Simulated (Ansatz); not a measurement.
Input and output of a self-consistent single point for Hf2Ge (Fmm2, 6 atoms in the cell) (Ansatz, a quantum-chemistry and plane-wave program).

Level of theory: PBEsol, default PAW files made with PBE (plane waves; Ansatz).

```
Hf2Ge
1.0
   -3.28040     3.28040     2.63854
    3.28040    -3.28040     2.63854
    3.28040     3.28040    -2.63854
Hf Ge
4 2
Cartesian
  1.02191   2.25849   0.00000
  2.25849   1.02191   2.63854
  4.33767   1.05727   0.00000
 -1.02191   2.25849   2.63854
  0.00000   0.00000   1.31927
  0.00000   0.00000   3.95780
```

Reference input (self-consistent single point, DFT, PBEsol, plane waves, default PAW files made with PBE): basis.ecutwfc = 420 eV; kpoints.mp_grid.grid = 4 4 4; hamiltonian.xc = pbesol; hamiltonian.pseudopotentials = {kind: paw} (the program's default PAW files); scf.occupations.method = fermi_dirac; scf.occupations.width = 0.1 eV. This run's input differs from it in these lines:

Ansatz 0.2 input:
```diff
@@ -14,3 +14,3 @@
 basis:
-  ecutwfc: 420.0
+  ecutwfc: 565.0
 kpoints:
```

Log, with long lists cut:

```
SCF iter   1: F=—  HF=-70903.465166 eV  |F-HF|=—  |Δ(HF+E_count)|=         —  Δρ=4.36e-3  dr2=2.59e-2  ethr=1.77e-3  ⟨swp⟩=4.5  Hψ=4135  notcnv=0  defer=18
all-band conjugate gradients solve this SCF's bands
preconditioner: auto → Kerker (q_TF=auto, 2.798 Å⁻¹)
SCF iter   2: F=—  HF=-70903.461484 eV  |F-HF|=—  |Δ(HF+E_count)|=   3.68e-3  Δρ=2.59e-3  dr2=1.16e-2  ethr=1.96e-5  ⟨swp⟩=2.3  Hψ=2842  notcnv=0  defer=37
   [... lines left out ...]
SCF iter   6: F=—  HF=-70903.458782 eV  |F-HF|=—  |Δ(HF+E_count)|=   8.50e-5  Δρ=6.10e-5  dr2=4.94e-6  ethr=2.45e-8  ⟨swp⟩=2.0  Hψ=2272  notcnv=0  defer=37
SCF iter   7: F=—  HF=-70903.458781 eV  |F-HF|=—  |Δ(HF+E_count)|=   1.05e-6  Δρ=1.88e-5  dr2=3.75e-7  ethr=3.74e-9  ⟨swp⟩=2.0  Hψ=2569  notcnv=0  defer=37
SCF iter   8: F=—  HF=-70903.458781 eV  |F-HF|=—  |Δ(HF+E_count)|=   2.56e-9  Δρ=8.70e-6  dr2=8.33e-8  ethr=7.58e-11  ⟨swp⟩=7.9  Hψ=5801  notcnv=0
SCF iter   9: F=-70903.458781 eV  HF=-70903.458781 eV  |F-HF|=3.86e-8  |Δ(HF+E_count)|=   4.36e-8  Δρ=4.29e-6  dr2=1.92e-8  ethr=6.31e-11  ⟨swp⟩=4.2  Hψ=5037  notcnv=0
SCF 1 converged in 9 iterations: F = -70903.458781 eV  dr2 = 1.92e-8
Free energy (F): -70903.458781 eV
Internal energy: -70903.370654 eV  (E = F + TS)
E sigma→0 (E₀):  -70903.414718 eV
Entropy (-TS):   -0.088127 eV (-14.688 meV/atom)
Fermi energy:    18.981420 eV
--- Forces (eV/Å), atoms counted from 1 ---
  atom   1  Hf     0.02759102     0.05346060     0.00000000
  atom   2  Hf     0.05346060     0.02759102     0.00000000
  atom   3  Hf    -0.28502712    -0.28502712     0.00000000
  atom   4  Hf     0.14863989     0.14863989     0.00000000
  atom   5  Ge     0.02766359     0.02766359     0.00000000
  atom   6  Ge     0.02766359     0.02766359     0.00000000
--- Stress (GPa, compression-positive) ---
       -1.489089      -0.456967       0.000000
       -0.456967      -1.489089       0.000000
        0.000000       0.000000      -0.315329
  P = ⅓ Tr σ = -1.0978 GPa (-10.978 kbar)
  The stress holds the Pulay correction. Without it, at fixed plane waves, as pw.x and ABINIT print it: P = -1.1018 GPa
```

The run converged in 9 iterations. Against the reference run the free energy drops by 1.1 meV/atom, the pressure hardly changes (-1.09 to -1.10 GPa) and the largest force stays at 0.403 eV/Å.

The starting cell comes from a database of computed structures (which also holds hypothetical and non-ambient phases and stackings), without a prior relaxation at this level. Its lattice was rescaled by up to half a per cent. One atom was moved a little off its site on purpose. Ansatz's pressure includes its estimate of the finite-basis (Pulay) stress.
